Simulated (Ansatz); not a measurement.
GaAs under load (space group F-43m), r2SCAN with spin-orbit coupling, rigid bands in Ansatz (a first-principles code). Condition of this run: hydrostatic pressure 2 GPa (the target of the relaxation). Band gap 1.07 eV, N_c = 4.06e17 cm⁻³ and N_v = 1.17e19 cm⁻³ at 300 K, conductivity masses of 0.0675 mₑ (electrons) and 0.388 mₑ (holes). Take k_BT = 0.02585 eV.

**Question.** Find the intrinsic carrier density and the intrinsic Fermi level.

**Answer.** n_i = √(N_c N_v) exp(−E_g/2k_BT) = 2.18e18 × exp(−20.69) = 2.2e9 cm⁻³. The level lies (k_BT/2) ln(N_v/N_c) = 43 meV from mid-gap (positive towards the conduction band). Each 0.1 eV added to the gap lowers n_i by a factor of 6.9.

**Question.** What thermal injection velocity √(2k_BT/πm) limits a ballistic channel?

**Answer.** 2.07e7 cm/s for electrons and 8.64e6 cm/s for holes, a ratio of √(m_h/m_e) = 2.40, for dilute carriers.

**Question.** What built-in voltage has an abrupt junction with N_A = 1e17 and N_D = 1e17 cm⁻³, all dopants ionised?

**Answer.** V_bi = E_g/e − (k_BT/e) ln(N_c N_v/(N_A N_D)) = 1.07 − 0.02585 × 6.16 = 0.91 V, for the computed gap.

Rigid bands with the computed gap; masses take one relaxation time for all states.
